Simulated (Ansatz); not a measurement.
## A computed series for WC: response to strain

Base system: WC (space group P-6m2, No. 187; a = 2.8991 Å, c = 2.8268 Å; relaxed with 0.1 eV smearing). Axes: x lies along a and z along c of the hexagonal cell.

Strains are applied to the cell and any free atomic positions relax; under biaxial strain the out-of-plane vector relaxes too; under stress the whole cell relaxes.

The values are results of Kohn–Sham DFT with the PBEsol functional, run in Ansatz (a program for electronic structure) with PAW and 420 eV plane waves, spin-orbit coupling left out, not measurements.

Notes on the quantities. pressure: mean of the normal stresses, compression positive.

```csv
case,volume per atom,pressure,space group
base,10.29 Å³,0.0 GPa,P-6m2 (No. 187)
"biaxial strain −4.73 %, plane normal [001], relaxed out of plane",9.53 Å³,(withheld),P-6m2 (No. 187)
"biaxial strain −0.37 %, plane normal [001], relaxed out of plane",10.23 Å³,(withheld),P-6m2 (No. 187)
"biaxial strain +3.69 %, plane normal [001], relaxed out of plane",10.92 Å³,-19.0 GPa,P-6m2 (No. 187)
isotropic strain +1.07 %,10.62 Å³,-12.2 GPa,P-6m2 (No. 187)
isotropic strain +2.21 %,10.99 Å³,-23.4 GPa,P-6m2 (No. 187)
isotropic strain +3.26 %,11.33 Å³,-32.1 GPa,P-6m2 (No. 187)
uniaxial strain ε_xx = −0.44 %,10.24 Å³,(withheld),Amm2 (No. 38)
"uniaxial stress, 1 GPa tension along z",10.29 Å³,–,P-6m2 (No. 187)
```

Task: Complete the table.

Result: 
- biaxial strain −4.73 %, plane normal [001], relaxed out of plane, pressure: 34.8 GPa
- biaxial strain −0.37 %, plane normal [001], relaxed out of plane, pressure: 2.3 GPa
- uniaxial strain ε_xx = −0.44 %, pressure: 1.7 GPa

Stability under load was not tested beyond the relaxation. All final runs are without spin polarisation.
